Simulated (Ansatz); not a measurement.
BeSe in the zinc blende structure (space group F-43m, No. 216)

```yaml
crystal:
  lattice:
    - [0.00000, 2.58878, 2.58878]
    - [2.58878, 0.00000, 2.58878]
    - [2.58878, 2.58878, 0.00000]
  atoms:
    - { symbol: Be, position: [0.00000, 0.00000, 0.00000] }
    - { symbol: Se, position: [0.25000, 0.25000, 0.25000] }
```

All numbers come from Ansatz (a quantum-chemistry and plane-wave program) PBE, no spin-orbit coupling. k-mesh 11×11×11 (Γ-centred); smearing 0.05 eV (Fermi–Dirac).

```yaml
volume_per_atom: 17.35 Å³
density: 4.21 g/cm³
band_gap: 2.67 eV, indirect, Γ → X
electron_mass: 0.90 mₑ along k, 0.27 mₑ across
Hole mass (degenerate bands, along [100]): 0.24, 0.48, 0.48 mₑ
Lowest conduction-band minima above the VBM: X along ⟨100⟩ 2.67 eV
total_energy: -2781.719 eV/atom (σ→0; compares only within this code and set-up)
```

Effective masses come from finite differences of ±0.01 Å⁻¹. Along k means along the line from Γ to the band edge. Stability against distortions was not tested.
